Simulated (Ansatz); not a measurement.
**Y₂SiO₅ (C2/c, No. 15, 32 atoms in the cell; start mp-3520)**

All values below come from r²SCAN in Ansatz (plane waves, PAW).

Settings: plane-wave cutoff 560 eV, 6×6×4 k mesh (along the axes of the cell as run), Fermi–Dirac smearing 0.01 eV, scalar-relativistic PAW data made under PBE.

Cell (relaxed with PBEsol):

Space group C2/c (No. 15); a = 14.406 Å, b = 6.708 Å, c = 10.363 Å, α = γ = 90.00°, β = 122.22°

```csv
atom,site,symmetry,x,y,z
Y,8f,1,0.0359,0.2560,0.4641
Y,8f,1,0.3591,0.1247,0.1652
Si,8f,1,0.1819,0.0907,0.3079
O,8f,1,0.4822,0.0956,0.1024
O,8f,1,0.2992,0.4314,0.0608
O,8f,1,0.2976,0.1473,0.3256
O,8f,1,0.1184,0.2885,0.3198
O,8f,1,0.0892,0.0010,0.1406
```
(The calculation used a cell of 32 atoms; values per cell refer to that cell.)

```
Property    Value
--------  -------
band gap  5.50 eV
```

Note: cell and atoms aren't relaxed at this level (largest force component 0.49 eV/Å, pressure 1.1 GPa).

Spin–orbit coupling is not included.

The computed numbers hold no vibrational or temperature effects.

The result took around 20 core-minutes (rough).

A start named mp-… is a Materials Project structure, which need not be a measured phase.

Ansatz is a first-principles code.
